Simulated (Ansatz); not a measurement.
Functionals compared on H2O on the 1x1 (110) surface of bcc Ta, one in a 2x2 cell, started at the site 'hollow Ta-Ta-Ta', in Ansatz (plane waves, PAW). The structure was relaxed with PBE; the other rows are single points on it, each with its references at the same level. Cutoff 420 eV (500 eV for r2SCAN).

Model: 19-atom slab, 6.8 Å thick at the start under the adsorbate (thin: gaps and levels are the slab's own), 5x5x1 mesh, Fermi-Dirac 0.1 eV, dipole correction, 8 atoms held, the rest relaxed; no symmetry held; no spin, no spin-orbit, no U, no dispersion correction. At the end it is bonded to Ta. In PBE it is, or lies within 0.03 eV of, the lowest of the starts that converged. These notes are the PBE run's. Adsorption energies are against H2O(g). A negative adsorption energy means that the adsorbate is more stable on the surface than in its reference.

```csv
functional,adsorption energy (eV),work function of the top face (eV),change of the work function (eV),rough cost of the single point
PBE,-0.51,3.72,-1.05,–
RPBE,-0.30,3.61,-1.04,about 2.0 core-minutes (a rough figure)
r2SCAN,?,?,?,about 3 core-minutes (a rough figure)
```

Question: Some entries are withheld; supply them.

Answer: 
- r2SCAN, adsorption energy (eV): -0.62
- r2SCAN, work function of the top face (eV): 3.71
- r2SCAN, change of the work function (eV): -1.17

Ansatz is a program for electronic structure.
